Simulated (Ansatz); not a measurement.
Rh: response to strain

Take Rh (space group P6_3/mmc, No. 194; a = 2.6770 Å, c = 8.7297 Å; a cell from a computed database, its experimental status unchecked; relaxed with 0.1 eV smearing) as the base. Axes: x lies along a and z along c of the hexagonal cell.

Strains are applied to the cell and any free atomic positions relax; under biaxial strain the out-of-plane vector relaxes too.

Calculations: PBEsol, PAW, 420 eV (Ansatz, an electronic-structure program; no spin-orbit coupling).

Notes on the quantities. pressure: mean of the normal stresses, compression positive.

```csv
change,pressure,shortest interatomic distance,space group
base,0.0 GPa,2.674 Å,P6_3/mmc (No. 194)
"biaxial strain −2.67 %, plane normal [001], relaxed out of plane",12.7 GPa,2.605 Å,P6_3/mmc (No. 194)
"biaxial strain +3.94 %, plane normal [001], relaxed out of plane",-11.9 GPa,2.666 Å,P6_3/mmc (No. 194)
"biaxial strain +4.41 %, plane normal [001], relaxed out of plane",-12.8 GPa,2.665 Å,P6_3/mmc (No. 194)
isotropic strain −4.73 %,61.3 GPa,2.548 Å,P6_3/mmc (No. 194)
tensor shear ε_yz = −1.34 %,0.2 GPa,2.643 Å,C2/m (No. 12)
```

No phonon test of stability was made. All final runs are without spin polarisation. Rh lies near a magnetic instability that expansion can trigger; it was not tested. Rh has a high density of states at the Fermi level and may be magnetic at this level. This is not the structure that Rh has at room temperature and ambient pressure.
